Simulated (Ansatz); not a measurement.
**Ti: pressure series**

Base system: Ti in the hcp (Mg type) structure (space group P6_3/mmc, No. 194).

```
Ti
1.0
    2.90086     0.00000     0.00000
   -1.45043     2.51222     0.00000
    0.00000     0.00000     4.59056
Ti
2
Direct
  0.66667   0.33333   0.75000
  0.33333   0.66667   0.25000
```

Cell and atoms are relaxed at each pressure.

All numbers come from Ansatz (a first-principles code) PBEsol, without spin-orbit coupling.

| pressure (GPa) | volume per atom (Å³/atom) |
|---|---|
| -2 | 17.019 |
| -1 | 16.871 |
| 0 | 16.727 |
| 0.9 | 16.604 |
| 4.5 | 16.145 |
| 9 | 15.642 |
| 15 | ? |
| 22.5 | 14.444 |
| 30 | 13.914 |

**Question.** Fit the third-order Birch–Murnaghan form P(V) = (3B₀/2)[(V₀/V)^(7/3) − (V₀/V)^(5/3)]·[1 + (3/4)(B₀′ − 4)((V₀/V)^(2/3) − 1)] (squares taken in P) to the rows shown and predict the withheld row.

**Answer.** Least squares on the printed values gives V₀ = 16.728 Å³/atom, B₀ = 120 GPa, B₀′ = 3.4; this predicts 15.061 Å³/atom, and the run gives 15.062 Å³/atom, in agreement.

Load acts through the strain it causes; cell and atoms are relaxed under it. No phonon test of stability was made. No other phases were tried under pressure. The final runs are not spin-polarised.
